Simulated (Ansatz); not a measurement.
Mo2N (I4₁/amd, No. 141, 6 atoms in the cell; start COD 1541975) was calculated with r²SCAN (Ansatz, a quantum-chemistry and plane-wave program, PAW).

Run with plane-wave cutoff 560 eV, 18×18×18 k mesh, Fermi–Dirac smearing 0.05 eV, no spin polarisation, scalar-relativistic PAW data made under PBE.

Cell (relaxed at this level):

```
CELL_PARAMETERS angstrom
     -2.12742     2.12742     3.96321
      2.12742    -2.12742     3.96321
      2.12742     2.12742    -3.96321
ATOMIC_POSITIONS crystal
  Mo 0.26356 0.26356 0.00000
  Mo 0.01356 0.51356 0.50000
  Mo 0.48644 0.98644 0.50000
  Mo 0.73644 0.73644 0.00000
  N  0.00000 0.00000 0.00000
  N  0.75000 0.25000 0.50000
```

Question: Give the computed bulk modulus.

Answer: 
- bulk modulus: 315 GPa

Note: the run has no spin polarisation, so it can have missed a magnetic state; the bulk modulus is −V dP/dV from two relaxed cells at ±2 % in volume; the relaxation could not lower the start's symmetry, so the cell can be a saddle point above a distorted one.

Cost on a shared machine: around 15 core-minutes (rough).
